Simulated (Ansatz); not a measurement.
The starting structures come from a database of crystals and need not be the phases stable at ambient conditions.

The decay constant κ of evanescent states in the gap governs leakage through a thin film.

Here is the system:

```
CsCNS
1.0
    6.43958     0.00000     0.00000
    0.00000     8.12941     0.00000
    0.00000     0.00000     8.50980
Cs C S N
4 4 4 4
Direct
  0.75000   0.68053   0.39524
  0.25000   0.31947   0.60476
  0.25000   0.81947   0.89524
  0.75000   0.18053   0.10476
  0.75000   0.67349   0.94112
  0.25000   0.32651   0.05888
  0.25000   0.82651   0.44112
  0.75000   0.17349   0.55888
  0.25000   0.97591   0.31256
  0.75000   0.02409   0.68744
  0.75000   0.52409   0.81256
  0.25000   0.47591   0.18744
  0.75000   0.28496   0.46782
  0.25000   0.71504   0.53218
  0.25000   0.21504   0.96782
  0.75000   0.78496   0.03218
```

Space group of this cell: Pnma. The cell is taken as given; by PBEsol its mean pressure is -1.1 GPa.

Transport runs along the normal of the first two printed cell vectors.

The gap is the functional's own. No spin-orbit coupling. Mid-gap values are interpolated on the energy grid.

**Question.** State the band gap and the smallest decay constant κ at mid-gap according to PBEsol (Ansatz, a quantum-chemistry and plane-wave program).

**Answer.** Gap 4.22 eV on a 6×4×4 mesh; κ = 0.428 1/Å, at the zone centre.
